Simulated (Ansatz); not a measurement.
Take KF in the rock salt structure (space group Fm-3m, No. 225) as the base.

```
KF
1.0
    0.00000     2.65916     2.65916
    2.65916     0.00000     2.65916
    2.65916     2.65916     0.00000
F K
1 1
Direct
  0.00000   0.00000   0.00000
  0.50000   0.50000   0.50000
```

Calculations: r2SCAN (Ansatz, a quantum-chemistry and plane-wave program, PAW, no spin-orbit coupling).

Before the change:

| Item | Value |
|---|---|
| Electron mass | 0.54 mₑ (at Γ) |
| Band gap | 6.91 eV |
| Width of the top valence band | 0.35 eV |

It is then changed as follows: the cell is scaled by 1.0479 in all directions, atoms relaxed at fixed cell.

Question: What does the calculation give for the electron mass after the change?

Answer: The electron mass changes from 0.54 mₑ (at Γ) to 0.56 mₑ (at Γ).

Question: How does this affect the band gap?

Answer: The band gap falls by 0.70 eV (6.91 eV → 6.21 eV).

Question: Predict the new energy relative to the base.

Answer: The energy rises by 36 meV/atom.

Question: What happens to the width of the top valence band?

Answer: The width of the top valence band drops by 0.10 eV to 0.25 eV.

The cells carry an imposed strain or load. Masses are band curvatures over ±0.01 Å⁻¹ around the edge. No phonon test of stability was made.
